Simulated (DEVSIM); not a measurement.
Device: abrupt Si n-p junction, at 300 K.

Layer 1 from the left is Si, thickness (μm) 1.80, Nd (cm⁻³) 5.8e17, τn (s) 1.7e-5, τp (s) 1.7e-5. Layer 2 from the left is Si, thickness (μm) 22.0, Na (cm⁻³) 1.3e15, τn (s) 1.7e-5, τp (s) 1.7e-5.

Left contact: ohmic. Right contact: ohmic. Voltage is applied to the left contact. Recombination: SRH at mid-gap. Mobility is μmin + (μ − μmin)/(1 + (N/Nref)^α).

The device is made up for the run: typed textbook-type constants, with dimensions and the other settings drawn at random. Values at 300 K.

Si: gap (eV) 1.124, affinity (eV) 4.05, permittivity 11.7, Nc (cm⁻³) 2.86e19, Nv (cm⁻³) 3.1e19, μn (cm²/Vs) 1417, μp (cm²/Vs) 470, μn,min 52, μp,min 45, Nref,n 9.7e16, Nref,p 2.2e17, αn 0.68, αp 0.72.

### Question
Estimate by hand the built-in potential, the peak field at zero bias, the capacitance at 1.5 V, and compare with a numerical solution.

### Answer

- Built-in potential: ni = √(Nc Nv) exp(−Eg/2kT) = 1.08e10 cm⁻³ with Eg = 1.124 eV; Vbi = kT/q ln(Na Nd/ni²) = 0.763 V; numerical 0.763 V.
- Peak field at zero bias: depletion approximation: W = √(2εVbi/(qN)) = 0.872 μm with N = 1.30e15 cm⁻³; field = 2Vbi/W = 17500 V/cm; numerical 43500 V/cm (estimate below by 60 %).
- Capacitance at 1.5 V: C = √(qεN / 2(Vbi + |V|)) = 6.90 nF/cm²; numerical 7.04 nF/cm² (estimate below by 2.0 %).

DEVSIM, 1D drift-diffusion, Boltzmann statistics, complete ionisation; no tunnelling, impact ionisation, image-force lowering or self-heating.
